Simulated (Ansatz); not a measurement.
## Converging the plane-wave cutoff: ZrMnF6 (I4mm, 8 atoms in the cell)

```
ZrMnF6
1.0
    0.00000     4.12654     4.12654
    4.12654     0.00000     4.12654
    4.12654     4.12654     0.00000
Zr Mn F
1 1 6
Direct
  0.50606   0.50606   0.49394
  0.00000   0.00000   0.00000
  0.74500   0.25500   0.25500
  0.25500   0.74500   0.74500
  0.25500   0.74500   0.25500
  0.74500   0.25500   0.74500
  0.25500   0.25500   0.74500
  0.74500   0.74500   0.25500
```
Moments meant for the start (each program seeds them in its own way; μB, in the order of the atoms Zr Mn F F F F F F): 0.0 4.0 0.0 0.0 0.0 0.0 0.0 0.0.

Computed with PBEsol+U, default PAW files made with PBE (plane waves; Ansatz, a quantum-chemistry and plane-wave program).

Base settings: basis.ecutwfc = 420 eV; kpoints.mp_grid.grid = 3 3 3; hamiltonian.xc = pbesol; hamiltonian.pseudopotentials = {kind: paw} (the program's default PAW files); hamiltonian.hubbard.sites = [{species: Mn, l: d, u_eff: 3.9}] eV; hamiltonian.hubbard.projectors = ortho-atomic; magnetization.spin_polarized = true; scf.occupations.method = fermi_dirac; scf.occupations.width = 0.05 eV.

The second cell is the first with its lattice scaled by 0.98.

The mesh stays at the base's, so the ladder's end is converged at best in this setting alone.

The first pressure column holds Ansatz's estimate of the finite-basis (Pulay) stress, which hides part of the cutoff error; the other is without it.

Only quantities that move along the ladder and can be compared are tabulated.

These are the values that this program gave, and no reference: magnets with a U can end in a higher state.

The count of work is k-points × plane waves × bands × iterations; it is no time. 

The starting cell comes from a database of computed structures (which also holds hypothetical and non-ambient phases and stackings), without a prior relaxation at this level. Its lattice was rescaled by up to half a per cent. One atom was moved a little off its site on purpose. With one magnetic atom in the cell only a parallel order is possible. With U or open f shells several self-consistent states can exist. In the base run, forces exceed 1 eV/Å.

Steps (basis.ecutwfc): 145 eV; 170 eV; 190 eV; 210 eV; 230 eV; 250 eV; 295 eV; 335 eV; 380 eV; 420 eV; 460 eV; 505 eV; 565 eV; 630 eV; 735 eV; 840 eV; 1010 eV.

**Question.** What is the coarsest basis.ecutwfc that holds the energy of the compressed cell less the first within 2 meV/atom of the last step, with all finer ones?

**Answer.** 335 eV, at 0.19 of the last step's count of work; the step before is off by 19 meV/atom.

**Question.** What is the coarsest basis.ecutwfc that holds the forces within 0.02 eV/Å of the last step, with all finer ones?

**Answer.** 380 eV, at 0.24 of the last step's count of work; the step before is off by 0.041 eV/Å.

**Question.** What is the coarsest basis.ecutwfc that holds the pressure within 0.05 GPa of the last step, with all finer ones?

**Answer.** 335 eV, at 0.19 of the last step's count of work; the step before is off by 0.53 GPa.

```csv
basis.ecutwfc,free energy less the last step's (meV/atom),energy of the compressed cell less the first (meV/atom),pressure (GPa),pressure without the Pulay estimate (GPa),largest difference of a force vector from the last step's (eV/Å),count of work / last
145 eV,37886.21,218.39,20.65,-814.53,1.665,0.049
170 eV,19777.30,200.81,17.85,-515.65,1.971,0.066
190 eV,12111.54,-60.63,11.22,-362.58,1.619,0.079
210 eV,6951.95,11.56,-2.81,-240.16,0.871,0.092
230 eV,4003.13,-56.16,-5.17,-157.54,0.493,0.11
250 eV,2350.22,20.75,-4.35,-103.95,0.352,0.12
295 eV,621.23,33.88,-1.19,-35.91,0.251,0.17
335 eV,164.17,14.82,-0.69,-12.42,0.041,0.19
380 eV,29.07,16.28,-0.63,-3.35,0.013,0.24
420 eV,6.14,14.85,-0.66,-1.21,0.004,0.27
460 eV,2.49,14.93,-0.65,-0.72,0.002,0.31
505 eV,2.09,14.93,-0.65,-0.67,0.001,0.36
565 eV,1.66,14.91,-0.66,-0.68,0.001,0.42
630 eV,1.30,14.89,-0.66,-0.67,0.000,0.49
735 eV,1.06,14.89,-0.66,-0.68,0.000,0.63
840 eV,0.48,14.89,-0.66,-0.69,0.000,0.77
1010 eV,0.00,14.87,-0.66,-0.66,0.000,1.0
```

The energy difference between the two cells stays within 1 meV/atom of the last step's from 420 eV on, the total only from 840 eV on: much of the error is common to both cells and cancels.

At the lowest cutoff the pressure without the Pulay estimate lies 814 GPa under the last step's, the usual sign of Pulay stress in an incomplete plane-wave basis.

Keys are those of Ansatz 0.2.
